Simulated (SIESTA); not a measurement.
# Cost against accuracy: kgrid.MonkhorstPack for SiNi2 (Pnma, 12 atoms in the cell)

Cell: a = 5.0027 Å, b = 3.7528 Å, c = 7.1071 Å, α = 90.00°, β = 90.00°, γ = 90.00°.

Method of the run: GGA PBE, numerical atomic orbitals DZP, PseudoDojo PBE standard norm-conserving potentials (rewritten from UPF to PSML) (SIESTA).

Base settings: XC.functional = GGA; XC.authors = PBE; potentials = PseudoDojo PBE standard; PAO.BasisSize = DZP; PAO.EnergyShift = 0.01 Ry; MeshCutoff = 400 Ry; kgrid.MonkhorstPack = 5 6 3; OccupationFunction = FD; ElectronicTemperature = 0.1 eV; MaxSCFIterations = 150.

Misses are taken against the tightest run, 13 17 9, which need not be fully converged itself. The energy is the free energy per atom.

Core times come from one kind of shared machine and are given to one figure; runs under 30 s give none.

The starting cell comes from a database of computed structures (which also holds hypothetical and non-ambient phases and stackings), without a prior relaxation at this level. Its lattice was rescaled by a random factor within 2.5 % of one. Spin polarisation is off. Values carry the incompleteness of an atom-centred basis. In the base run, with a pressure of about -3 GPa the cell is away from its equilibrium volume at this level.

```
kgrid.MonkhorstPack  energy less reference (meV/atom)  pressure less reference (GPa)  largest difference in the force on any atom (eV/Å)  core time / reference (rough)
-------------------  --------------------------------  -----------------------------  --------------------------------------------------  -----------------------------
1 1 1                                          278.72                           0.35                                               1.186                           0.08
1 2 1                                          -51.63                          -1.72                                               0.602                           0.08
2 2 1                                         -122.37                          -1.38                                               0.203                           0.08
2 3 2                                          -13.37                          -0.34                                               0.082                           0.08
3 4 2                                            1.43                           0.04                                               0.062                           0.09
4 5 3                                            2.01                           0.07                                               0.025                            0.1
5 6 3                                            0.35                           0.01                                               0.025                            0.1
6 7 4                                           -0.05                           0.00                                               0.004                            0.2
6 8 5                                            0.21                           0.01                                               0.004                            0.2
7 10 5                                          -0.20                           0.00                                               0.003                            0.2
9 12 6                                           0.02                           0.00                                               0.001                            0.4
11 14 8                                         -0.01                           0.00                                               0.000                            0.6
13 17 9                                          0.00                           0.00                                               0.000                              1
```

Coarsest setting among those run that, with all tighter ones, holds the energy within 20 meV/atom of the reference: 2 3 2, off by 13 meV/atom; it needs about 0.08 of the reference's time.

Coarsest setting among those run that, with all tighter ones, holds the energy within 0.5 meV/atom of the reference: 5 6 3, off by 0.35 meV/atom; it needs about 0.1 of the reference's time.

The step from 4 5 3 to 9 12 6: it takes the miss in the energy from 2.0 to 0.02 meV/atom, for roughly 4 times the time.
